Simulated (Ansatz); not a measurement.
An Ansatz (a program for electronic structure) run: hypothetical P6_422 BAs with a change (holes 3.0×10^21 cm⁻³); Kohn–Sham DFT with the PBE functional, run in Ansatz with PAW and 420 eV plane waves, no SOC.

Input:

Ansatz 0.2 input:
```yaml
crystal:
  lattice:
    - [3.4587334274, 0, 0]
    - [-1.7293667137, 2.9953510131, 0]
    - [0, 0, 7.4818237272]
  atoms:
    - { symbol: B, position: [0, 0.5, 0.3333333333] }
    - { symbol: B, position: [0.5, 0.5, 0.6666666667] }
    - { symbol: B, position: [0.5, 0, 0] }
    - { symbol: As, position: [0, 0.5, 0.8333333333] }
    - { symbol: As, position: [0.5, 0.5, 0.1666666667] }
    - { symbol: As, position: [0.5, 0, 0.5] }
basis: { ecutwfc: 420, ecutrho_ratio: 4, xc_grid: 2, fft_grid_basis: typed }
kpoints: { mp_grid: { grid: [15, 15, 6] } }
hamiltonian:
  xc: pbe
  dispersion: none
  pseudopotentials: { kind: paw }
total_charge: 0.232538
scf: { occupations: { method: fermi_dirac, width: 0.0259 }, convergence: { dr2_threshold: 0.0000000006 } }
relax: { f_tol: 0.005, max_steps: 30 }
output: { forces: true, stress: true }
checkpoint: { write: state.ck, write_every: 1000 }
```

Output (explanatory and most iteration lines left out):

```
Relaxation: its limit of steps is 30 (relax.max_steps)
Pseudopotential: B, paw, valence charge 3
Pseudopotential: As, paw, valence charge 15
Crystal: 6 atoms, lattice volume = 77.513 Å³
Basis set: ecut = 420 eV, 1531 PW (Γ), exchange–correlation on 48×48×108 points (8 copies of the dense FFT grid, shifted against one another)
Bands: 33, of which v1, the nominal top of the filled ones, is band 27 counted from 1 (26 counted from 0)
Symmetry: 12 space group operations
Space group: P6422 (ITA 181), of the structure as read, at distance tolerance 4.3e-5 Å
k-points: 108 of 1350 (time reversal used)
Functional: x = pbe(κ = 0.804, μ = 0.2195149727645171), c = pbe(β = 0.06672455060314922)
SCF iter   1: F=—  HF=-15036.404174 eV  |F-HF|=—  |Δ(HF+E_count)|=         —  Δρ=1.36e-2  dr2=1.85e-1  ethr=1.77e-3  ⟨swp⟩=5.9  Hψ=14223  notcnv=0
SCF iter   2: F=—  HF=-15036.350119 eV  |F-HF|=—  |Δ(HF+E_count)|=   5.41e-2  Δρ=7.22e-3  dr2=4.61e-2  ethr=3.44e-4  ⟨swp⟩=3.0  Hψ=7630  notcnv=0  defer=178
SCF 1 converged in 9 iterations: F = -15036.324798 eV  dr2 = 5.78e-11
relax step   1: F+E_penalty+E_count = -15036.32479815 eV  Δ(F+E_penalty+E_count) = +0.000e0 eV  max|allowed force component| = 1.358e-16 eV/Å  Δτ_max = 0.0000 Å  (9 SCF iters, accepted)
SCF converged after 9 iterations
Free energy (F): -15036.324798 eV
Internal energy: -15036.323111 eV  (E = F + TS)
E sigma→0 (E₀):  -15036.323954 eV
Entropy (-TS):   -0.001687 eV (-0.281 meV/atom)
Fermi energy:    11.254495 eV
--- Forces (eV/Å), atoms counted from 1 ---
  atom   1  B      0.00000000    -0.00000000     0.00000000
  atom   2  B      0.00000000     0.00000000    -0.00000000
  atom   3  B     -0.00000000     0.00000000     0.00000000
  atom   4  As     0.00000000    -0.00000000     0.00000000
  atom   5  As    -0.00000000     0.00000000    -0.00000000
  atom   6  As    -0.00000000    -0.00000000    -0.00000000
--- Stress (GPa, compression-positive) ---
        1.138974      -0.000000       0.000000
        0.000000       1.138974      -0.000000
        0.000000      -0.000000       1.030759
  P = ⅓ Tr σ = 1.1029 GPa (11.029 kbar)
--- Relaxed structure (1 steps of the walk, 1 accepted, 0 SCFs on fresh bases) ---
  atoms:
    - { symbol: B, position: [-2.7755575615628914e-17, 0.49999999999999994, 0.3333333333333333] }
    - { symbol: B, position: [0.5, 0.49999999999999994, 0.6666666666666666] }
    - { symbol: B, position: [0.5, 0.0, 0.0] }
    - { symbol: As, position: [-2.7755575615628914e-17, 0.49999999999999994, 0.8333333333333333] }
    - { symbol: As, position: [0.5, 0.49999999999999994, 0.16666666666666666] }
    - { symbol: As, position: [0.5, 0.0, 0.5] }
```

Charged cell with a jellium background: band edges are those of the host's band count, energies are not comparable with the neutral cell, and many-body gap narrowing is missing. Whether these cells are dynamically stable was not tested. The cell was made from BAs (space group P6_422, No. 181; a hypothetical phase, not in the database extracts checked) by this change: holes 3.0×10^21 cm⁻³.
